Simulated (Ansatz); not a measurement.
Input and output of a self-consistent single point for Cu3AsSe4 (Fmm2, 8 atoms in the cell) (Ansatz, a program for electronic structure).

Method: PBEsol, default PAW files made with PBE (plane waves; Ansatz).

The change in words: lattice scaled by 0.98; kpoints.mp_grid.grid: 4 4 4 → 9 9 9. Reference geometry:
```yaml
crystal:
  lattice:
    - [-2.77140, 2.77140, 5.50851]
    - [2.77140, -2.77140, 5.50851]
    - [2.77140, 2.77140, -5.50851]
  atoms:
    - { symbol: Cu, position: [0.25000, 0.75000, 0.50000] }
    - { symbol: Cu, position: [0.75000, 0.25000, 0.50000] }
    - { symbol: Cu, position: [0.50454, 0.50454, 0.00000] }
    - { symbol: As, position: [0.00000, 0.00000, 0.00000] }
    - { symbol: Se, position: [0.87509, 0.38261, 0.00000] }
    - { symbol: Se, position: [0.61739, 0.61739, 0.49248] }
    - { symbol: Se, position: [0.38261, 0.87509, 0.00000] }
    - { symbol: Se, position: [0.12491, 0.12491, 0.50752] }
```

Reference input (self-consistent single point, DFT, PBEsol, plane waves, default PAW files made with PBE): basis.ecutwfc = 30.9 Ry; kpoints.mp_grid.grid = 4 4 4; hamiltonian.xc = pbesol; hamiltonian.pseudopotentials = {kind: paw} (the program's default PAW files); scf.occupations.method = fermi_dirac; scf.occupations.width = 0.0073 Ry. This run's input differs from it in these lines:

Ansatz 0.2 input:
```diff
@@ -3,5 +3,5 @@
   lattice:
-    - [-2.77140100, 2.77140100, 5.50851000]
-    - [2.77140100, -2.77140100, 5.50851000]
-    - [2.77140100, 2.77140100, -5.50851000]
+    - [-2.71597300, 2.71597300, 5.39834000]
+    - [2.71597300, -2.71597300, 5.39834000]
+    - [2.71597300, 2.71597300, -5.39834000]
   atoms:
@@ -18,3 +18,3 @@
 kpoints:
-  mp_grid: { grid: [4, 4, 4] }
+  mp_grid: { grid: [9, 9, 9] }
 hamiltonian:
```

Log, with long lists cut:

```
SCF iter   1: F=—  HF=-46277.099234 eV  |F-HF|=—  |Δ(HF+E_count)|=         —  Δρ=1.20e-2  dr2=1.48e-1  ethr=1.77e-3  ⟨swp⟩=5.2  Hψ=35745  notcnv=0  defer=175
all-band conjugate gradients solve this SCF's bands
preconditioner: auto → LDOS
SCF iter   2: F=—  HF=-46277.141075 eV  |F-HF|=—  |Δ(HF+E_count)|=   4.18e-2  Δρ=1.72e-2  dr2=2.69e-1  ethr=1.09e-4  ⟨swp⟩=2.0  Hψ=21697  notcnv=0  defer=428
   [... lines left out ...]
SCF iter   5: F=—  HF=-46277.073540 eV  |F-HF|=—  |Δ(HF+E_count)|=   9.48e-5  Δρ=6.16e-5  dr2=3.82e-6  ethr=2.32e-7  ⟨swp⟩=2.0  Hψ=16804  notcnv=0  defer=376
SCF iter   6: F=—  HF=-46277.073579 eV  |F-HF|=—  |Δ(HF+E_count)|=   3.91e-5  Δρ=1.75e-5  dr2=2.91e-7  ethr=2.81e-9  ⟨swp⟩=2.0  Hψ=17840  notcnv=0  defer=376
SCF iter   7: F=—  HF=-46277.073579 eV  |F-HF|=—  |Δ(HF+E_count)|=   5.38e-9  Δρ=1.14e-5  dr2=1.18e-7  ethr=7.35e-11  ⟨swp⟩=9.2  Hψ=46783  notcnv=0
SCF iter   8: F=-46277.073579 eV  HF=-46277.073579 eV  |F-HF|=9.77e-9  |Δ(HF+E_count)|=   7.48e-9  Δρ=3.36e-6  dr2=1.32e-8  ethr=7.35e-11  ⟨swp⟩=4.0  Hψ=31431  notcnv=0
SCF 1 converged in 8 iterations: F = -46277.073579 eV  dr2 = 1.32e-8
Free energy (F): -46277.073579 eV
Internal energy: -46277.008573 eV  (E = F + TS)
E sigma→0 (E₀):  -46277.041076 eV
Entropy (-TS):   -0.065006 eV (-8.126 meV/atom)
Fermi energy:    10.339368 eV
--- Forces (eV/Å), atoms counted from 1 ---
  atom   1  Cu     0.00000000     0.00000000     0.01302236
  atom   2  Cu    -0.00000000    -0.00000000     0.01302236
  atom   3  Cu    -0.00000000    -0.00000000    -0.30079900
  atom   4  As    -0.00000000    -0.00000000    -0.06931984
  atom   5  Se     0.13687161    -0.13687161     0.25666425
  atom   6  Se    -0.24157910    -0.24157910    -0.08462494
  atom   7  Se    -0.13687161     0.13687161     0.25666425
  atom   8  Se     0.24157910     0.24157910    -0.08462494
--- Stress (GPa, compression-positive) ---
        4.495618      -0.355647       0.000000
       -0.355647       4.495618      -0.000000
        0.000000      -0.000000       4.336039
  P = ⅓ Tr σ = 4.4424 GPa (44.424 kbar)
  The stress holds the Pulay correction. Without it, at fixed plane waves, as pw.x and ABINIT print it: P = 4.4017 GPa
```

The run converged in 8 iterations. Against the reference run the free energy rises by 14.1 meV/atom, the pressure goes from -0.41 to 4.44 GPa and the largest force goes from 0.279 to 0.352 eV/Å.

The starting cell comes from a database of computed structures (which also holds hypothetical and non-ambient phases and stackings), without a prior relaxation at this level. Its lattice was rescaled by up to half a per cent. One atom was moved a little off its site on purpose. For this run, on top of that: lattice scaled by 0.98. Spin polarisation is off. With a pressure of about 4 GPa the cell is away from its equilibrium volume at this level. Ansatz's pressure includes its estimate of the finite-basis (Pulay) stress. The run gives no clean gap (levels at the Fermi energy touch, overlap or are partly filled at this smearing), which alone does not show that the compound is a metal.

Cost on one core of a shared machine: roughly 2 min.
